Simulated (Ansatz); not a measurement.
# TiB2: stress against strain

TiB2 (AlB2 type, P6/mmm, 8.175 Å³/atom at rest, c along z) under a strain ε along c (axis z), the other axes held. LDA in Ansatz, a plane-wave DFT program (PAW, default set), 420 eV, 13×13×10 Γ-centred mesh, Fermi-Dirac smearing 0.05 eV; ions are relaxed within the symmetry of each cell. Stress is positive for a compressed cell.

Here s stands for strain and y for stress zz.

| strain (%) | stress zz (GPa) |
|---|---|
| -3.00 | ? |
| -1.50 | 7.61 |
| -1.00 | 5.00 |
| -0.50 | 2.47 |
| 0.00 | 0.01 |
| 0.50 | -2.41 |
| 1.00 | -4.78 |
| 1.50 | -7.11 |

Q: Using a straight line, estimate the missing y at s = -3.00 from the other rows, showing the fit.

A: Means: s 0, y 0.113. About the means, the sum of products is -34.300 and the sum of squares of s is 7.0000; the slope is their ratio. Least squares gives y = 0.113 - 4.9000·s. Residuals (row less fit): 0.147, -0.013, -0.093, -0.103, -0.073, 0.007, 0.127; standard error 0.112 (degrees of freedom: 5). The slope gives the elastic constant C33 = 490 ± 4 GPa. At the withheld row, y = 0.113 - 4.9000 × (-3.0) = 14.813 GPa. The calculation gives 16.00 GPa, 1.187 GPa above the prediction (5.1 % of the range of y in the table). The row lies outside the fitted rows, so this is an extrapolation. From the scatter of the fitted rows alone, a prediction at this place has a standard error of 0.174 GPa, so the miss is 6.8 times that.

One order more, fitted to all 13 runs of the series, follows each within 0.08, so the miss is the next term of a smooth law. In a metal these values are sensitive to mesh and smearing; energies are taken to zero smearing, stresses follow the free energy. Rows are the converged runs of the series near zero and its far end; series whose fitted rows scatter by over a few per cent of the range, as at a crossing or softening among them, aren't shown in this form. Most that stay on the fit to the last digits aren't either.
